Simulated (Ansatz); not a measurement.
# A computed series for BaZrO3: pressure series

Base system: BaZrO₃ in the cubic perovskite structure (space group Pm-3m, No. 221; a = 4.181 Å).

Cell and atoms are relaxed at each pressure.

Method: PBEsol (Ansatz, a quantum-chemistry and plane-wave program, PAW, spin-orbit coupling left out).

Notes on the quantities. band gap: an upper bound: an edge found on the path is not a true extremum; the base alone.

| change | band gap | volume per atom |
|---|---|---|
| base | 3.17 eV | 14.61 Å³ |
| pressure −2 GPa | 3.15 eV | ? |
| pressure −1 GPa | 3.16 eV | 14.70 Å³ |
| pressure 3 GPa | 3.21 eV | 14.36 Å³ |
| pressure 7 GPa | 3.26 eV | 14.05 Å³ |
| pressure 15 GPa | 3.33 eV | ? |
| pressure 30 GPa | 3.37 eV | ? |
| pressure 50 GPa | 3.28 eV | 11.98 Å³ |
| pressure 100 GPa | 2.92 eV | 10.71 Å³ |

### Question
Fill in the withheld entries from the trend.

### Answer

- pressure −2 GPa, volume per atom: 14.80 Å³
- pressure 15 GPa, volume per atom: 13.52 Å³
- pressure 30 GPa, volume per atom: 12.75 Å³

Load acts through the strain it causes; cell and atoms are relaxed under it. Whether these cells are dynamically stable was not tested. No other phases were tried under pressure.
